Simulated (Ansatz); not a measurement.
**Effect of 6 layers on hypothetical rock salt SnC**

Consider SnC in the rock salt structure (space group Fm-3m, No. 225; a = 4.800 Å; a hypothetical phase, not in the database extracts checked). Axes: x, y, z lie along the cube axes.

Perturbation: a free-standing slab of 6 layers (12 atoms, 2 a layer) is cut normal to the z axis, with 15 Å of vacuum and the in-plane cell held at bulk.

All numbers come from PBE, PAW, 420 eV (Ansatz, a program for electronic structure; without spin-orbit coupling). Γ-centred 14×14×1 mesh, Fermi–Dirac width 0.05 eV, for the changed cell.

Layer's space group (with vacuum): P4/nmm (No. 129)
Shortest interatomic distance: 2.338 Å (base 2.400 Å)
Band gap: zero (base zero)
Excess energy per area of both faces (slab less bulk energy over the cell's area: twice a surface energy): 1.3 J/m² (uncertain by up to 0.2 J/m²)
Thickness between the outermost nuclei: 11.91 Å
Change of the spacing d12 from its bulk value of 2.400 Å: -1.2 %
Change of the spacing d23 from its bulk value of 2.400 Å: -0.6 %

Slab and bulk use different k-meshes, which limits the precision of the excess energy. No phonon test of stability was made. The final runs are not spin-polarised.
